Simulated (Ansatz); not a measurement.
A computed series for InP: response to strain

Start from InP in the wurtzite structure (space group P6_3mc, No. 186; a = 4.1690 Å, c = 6.8456 Å; a model cell, its experimental status unchecked). Axes: x lies along a and z along c of the hexagonal cell.

Strains are applied to the cell and any free atomic positions relax; under biaxial strain the out-of-plane vector relaxes too.

Calculations: r2SCAN (Ansatz, a first-principles code), without spin-orbit coupling.

| variant | electron mass | shortest interatomic distance |
|---|---|---|
| base | 0.072 mₑ along c, 0.084 mₑ across (at Γ) | 2.556 Å |
| biaxial strain +2.04 %, plane normal [001], relaxed out of plane | 0.065 mₑ out of plane, 0.072 mₑ in plane (at Γ) | 2.571 Å |
| biaxial strain +2.27 %, plane normal [001], relaxed out of plane | 0.064 mₑ out of plane, 0.070 mₑ in plane (at Γ) | 2.572 Å |
| isotropic strain −3.84 % | – | 2.459 Å |
| isotropic strain −1.96 % | 0.087 mₑ along c, 0.11 mₑ across (at Γ) | 2.506 Å |
| uniaxial strain ε_zz = −0.85 % | 0.075 mₑ along z, 0.088 mₑ across (at Γ) | 2.550 Å |

The levels and masses belong to the bands next to the band gap. Masses are band curvatures over ±0.01 Å⁻¹ around the edge. Whether these cells are dynamically stable was not tested. This is not the structure that InP has at room temperature and ambient pressure.
